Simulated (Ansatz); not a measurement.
The reference is TaSi₂ (space group P6_222, No. 180; a = 4.8030 Å, c = 6.6034 Å). Axes: x lies along a and z along c of the hexagonal cell.

(Cell as relaxed with PBE.)

Levels (all Ansatz, a first-principles code, PAW): PBE (420 eV, scalar-relativistic without spin-orbit coupling); r2SCAN (500 eV, spin-orbit coupling left out).

Each level relaxes its own structure.

```tsv
base	PBE	r2SCAN
volume per atom	14.66 Å³	14.40 Å³
lattice parameter a	4.803 Å	4.776 Å
band gap	zero	zero
```

Now apply this change: compressive biaxial strain of 1.75 % in the plane normal to [001], as in epitaxy on a mismatched substrate; the out-of-plane cell vector and the atoms relax.

| quantity | PBE | r2SCAN |
|---|---|---|
| pressure (mean of the normal stresses, compression positive) | 5.1 GPa | ? |
| volume per atom | 14.25 Å³ | ? |

Task: Given the PBE results, estimate those of r2SCAN.

Result: 
- pressure (mean of the normal stresses, compression positive), r2SCAN: 5.4 GPa
- volume per atom, r2SCAN: 14.00 Å³

PBE's pressure lies 0.3 GPa below r2SCAN's; PBE's volume per atom lies 0.25 Å³ above r2SCAN's (1.8 %). Neither level is exact; r2SCAN is the comparison here, not a measurement.

Without a gap, meshes like the base's 11×11×7 leave anisotropic stresses uncertain by several tenths of a GPa, and small strain energies with them. No phonon test of stability was made. All final runs are without spin polarisation. An odd electron count without spin: TaSi2.
